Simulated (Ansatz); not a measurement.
Electron-phonon data for TiB2 (P6/mmm)

Input:

```yaml
crystal:
  lattice:
    - [3.03188, 0.00000, 0.00000]
    - [-1.51594, 2.62568, 0.00000]
    - [0.00000, 0.00000, 3.22471]
  atoms:
    - { symbol: Ti, position: [0.00000, 0.00000, 0.00000] }
    - { symbol: B, position: [0.33333, 0.66667, 0.50000] }
    - { symbol: B, position: [0.66667, 0.33333, 0.50000] }
```

Level of theory: PBE, DFPT electron-phonon coupling, linearised Boltzmann equation (plane waves, PAW, scalar-relativistic; Ansatz, a program for electronic structure). Condition of this run: functional PBE, cell relaxed with it. How the cell was made: relaxed with this functional, without spin-orbit coupling.

The resistivity at 300 K is 6.2 (x), 6.2 (y), 7.8 (z) μΩ·cm.

A metal at this level (no band gap). Only scattering by harmonic phonons is included (no impurities, grain boundaries, electron-electron scattering or thermal expansion). Spin-orbit coupling is left out. Halving the electron mesh (32x32x28) moves the resistivity by up to 9 % at 300 K. Smearing 0.20 eV; phonons on a 5x5x4 q mesh, which this run doesn't test.
